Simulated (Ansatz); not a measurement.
Functionals compared on the (111) surface of alpha gallium in its 1x1 cell, outermost plane spacing 0.49 Å in the ideal cut, in Ansatz (plane waves, PAW). The structure was relaxed with PBE; the other rows are single points on it, each with its references at the same level. Cutoff 420 eV (500 eV for r2SCAN).

Model: 16-atom slab, 10.4 Å thick at the start (thin: gaps and levels are the slab's own), 9x6x1 mesh, Fermi-Dirac 0.1 eV, dipole correction, all atoms relaxed; start symmetry kept, larger cells not searched; no spin, no spin-orbit, no U. These notes are the PBE run's.

```tsv
functional	surface energy (J/m²)	work function of the top face (eV)	rough cost of the single point
PBE	0.60	4.15	–
LDA	0.81	4.43	about 3 core-minutes (a rough figure)
PBEsol	…	…	very roughly 3 core-minutes
RPBE	0.49	4.03	very roughly 4 core-minutes
r2SCAN	0.74	4.27	around 6 core-minutes (rough)
```

Q: Complete the blanks.

A: 
- PBEsol, surface energy (J/m²): 0.75
- PBEsol, work function of the top face (eV): 4.24

Ansatz is an electronic-structure program.
